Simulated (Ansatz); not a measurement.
The parent structure is GaP in the zinc blende structure (space group F-43m, No. 216; a = 5.438 Å).

The values are results of plane-wave PAW DFT at the PBEsol level (Ansatz, an electronic-structure program, 420 eV), without spin-orbit coupling, not measurements.

Before the change:

| Property | Result |
|---|---|
| Valley order | a point along ⟨100⟩, about 1.0 Å⁻¹ from Γ 1.45 eV; L along ⟨111⟩ 1.60 eV; Γ 1.80 eV |

One thing is altered: 0.402 electrons added to each cell, a density of 1.0×10^22 cm⁻³, with a uniform compensating background at fixed cell and a 300 K Fermi–Dirac width.

**Question.** Estimate the effect on the valley order and Fermi level from band edge.

**Answer.** The valley order (the lowest conduction-band minima on the path, energy above the VBM, named in the base's zone) becomes a point along ⟨100⟩, about 1.0 Å⁻¹ from Γ 1.32 eV; L along ⟨111⟩ 1.54 eV; Γ 1.77 eV (base: a point along ⟨100⟩, about 1.0 Å⁻¹ from Γ 1.45 eV; L along ⟨111⟩ 1.60 eV; Γ 1.80 eV); the Fermi level relative to the doped band's edge (positive inside the band; to 0.05 eV) is +0.85 eV.

Charged cell with a jellium background: band edges are those of the host's band count, energies are not comparable with the neutral cell, and many-body gap narrowing is missing. No phonon test of stability was made.
